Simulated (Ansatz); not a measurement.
The reference is KI in the rock salt structure (space group Fm-3m, No. 225).

```xyz
2
Lattice="0.0000 3.5464 3.5464 3.5464 0.0000 3.5464 3.5464 3.5464 0.0000" Properties=species:S:1:pos:R:3 pbc="T T T"
K      0.0000     0.0000     0.0000
I      3.5464     3.5464     3.5464
```

Level of theory: Ansatz (a quantum-chemistry and plane-wave program), r2SCAN, PAW, cutoff 500 eV, spin-orbit coupling left out, earlier PAW set.

Before the change:

The band gap comes out as 4.58 eV and the shortest interatomic distance is 3.546 Å. The width of the top valence band is 0.58 eV.

Perturbation: full substitution I → Cl, then cell and atoms are relaxed.

Tabulated Pauling electronegativity and covalent radius: I 2.66, 1.39 Å; Cl 3.16, 1.02 Å.

Problem. What happens to the band gap?

Solution. The band gap rises by 1.244 eV, from 4.58 eV to 5.83 eV.

Problem. How does this affect the shortest interatomic distance?

Solution. The shortest interatomic distance decreases by 0.400 Å to 3.146 Å.

Problem. How does this affect the width of the top valence band?

Solution. The width of the top valence band drops by 0.105 eV to 0.48 eV.

Spin-orbit coupling, missing from the scalar runs, can matter with I. Whether these cells are dynamically stable was not tested.
